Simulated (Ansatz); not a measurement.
How the cohesive energy of B20 (FeSi-type) CoSi moves with the method

No measured value is used here.

```tsv
level (code)	value (eV/atom)	cell (Å³/atom)
LDA (Ansatz)	6.75	10.29
PBE (Ansatz)	5.39	10.87
PBEsol (Ansatz)	6.12	10.54
r²SCAN (Ansatz)	5.18	10.53
HSE06 (Ansatz)	4.23	10.37
PBE0 (Ansatz)	4.33	10.35
```

HSE06, PBE0: the run has no spin polarisation, so it can have missed a magnetic state. HSE06, PBE0: the free atom's electronic state is in doubt. Each level is taken at its own relaxed cell. Cutoffs and k meshes differ between the levels. Ansatz's density-functional and Hartree–Fock values are scalar-relativistic unless marked +SOC, with PAW data made under PBE.

Ansatz is a quantum-chemistry and plane-wave program.
